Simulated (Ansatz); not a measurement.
The reference is CuPt (space group R-3m, No. 166; a cell from a computed database, its experimental status unchecked; relaxed with 0.1 eV smearing).

```
CELL_PARAMETERS angstrom
      1.35023     0.77956     4.24491
     -1.35023     0.77956     4.24491
      0.00000    -1.55912     4.24491
ATOMIC_POSITIONS crystal
  Cu 0.00000 0.00000 0.00000
  Pt 0.50000 0.50000 0.50000
```

Cartesian axes are those of the cell as printed.

Calculations: plane-wave PAW DFT at the PBEsol level (Ansatz, an electronic-structure program, 420 eV), no SOC.

For the base:

| Quantity | Value |
|---|---|
| Shortest interatomic distance | 2.634 Å |

One thing is altered: biaxial strain +3.13 %, plane normal [001], relaxed out of plane (Cartesian); in-plane vectors clamped, the third vector and the atoms free.

**Question.** Estimate the effect on the shortest interatomic distance.

**Answer.** The shortest interatomic distance shrinks by 0.016 Å, from 2.634 Å to 2.618 Å.

**Question.** What does the calculation give for the out-of-plane strain after the change?

**Answer.** The out-of-plane strain is -2.67 %.

Stability against distortions was not tested. All final runs are without spin polarisation.
